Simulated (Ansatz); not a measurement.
Functionals compared on the (22-41) surface of hcp Sc in its 1x1 cell, outermost plane spacing 0.41 Å in the ideal cut, in Ansatz (plane waves, PAW). The structure was relaxed with PBE; the other rows are single points on it. Cutoff 420 eV (500 eV for r2SCAN).

Slab: 25 atoms, 9.8 Å thick at the start (thin: gaps and levels are the slab's own); k 7x4x1, smearing 0.1 eV, dipole-corrected; all atoms relaxed; start symmetry kept, larger cells not searched; no spin, no spin-orbit, no U. These notes are the PBE run's.

```json
[
 {"functional": "PBE", "work function of the top face (eV)": "3.07", "rough cost of the single point": "–"},
 {"functional": "LDA", "work function of the top face (eV)": "3.24", "rough cost of the single point": "roughly 8 core-minutes"},
 {"functional": "PBEsol", "work function of the top face (eV)": "3.11", "rough cost of the single point": "about 8 core-minutes (a rough figure)"},
 {"functional": "RPBE", "work function of the top face (eV)": "?", "rough cost of the single point": "about 8 core-minutes (a rough figure)"},
 {"functional": "r2SCAN", "work function of the top face (eV)": "3.10", "rough cost of the single point": "roughly 17 core-minutes"}
]
```

Question: Complete the blanks.

Answer: 
- RPBE, work function of the top face (eV): 2.97

Ansatz is a first-principles code.
